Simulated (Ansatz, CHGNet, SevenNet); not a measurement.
GaSe (model structure, started from the beta GaS type, P6₃/mmc, No. 194, 8 atoms in the cell): lattice parameter c by level of theory

No measured value is used here.

```json
[
 {"level (code)": "CHGNet 0.3.0", "value (Å)": "16.403"},
 {"level (code)": "SevenNet-0", "value (Å)": "17.385"},
 {"level (code)": "SevenNet-l3i5", "value (Å)": "17.403"},
 {"level (code)": "LDA (Ansatz)", "value (Å)": "[?]"},
 {"level (code)": "PBE (Ansatz)", "value (Å)": "18.231"},
 {"level (code)": "PBEsol (Ansatz)", "value (Å)": "16.372"},
 {"level (code)": "PBE-D3(BJ) (Ansatz)", "value (Å)": "[?]"}
]
```

Problem. What belongs in the gaps?

Solution. 
- LDA (Ansatz, a first-principles code), value (Å): 15.743
- PBE-D3(BJ) (Ansatz), value (Å): 15.957

Ansatz's density-functional and Hartree–Fock values are scalar-relativistic unless marked +SOC, with PAW data made under PBE.

Machine-learned potentials (CHGNet 0.3.0, SevenNet-0, SevenNet-l3i5) are trained on DFT data: a solid inside that data is no test of them.

A model structure was made by putting elements into a prototype or built by hand; here it ended with the formula and space group of a phase in our tables.
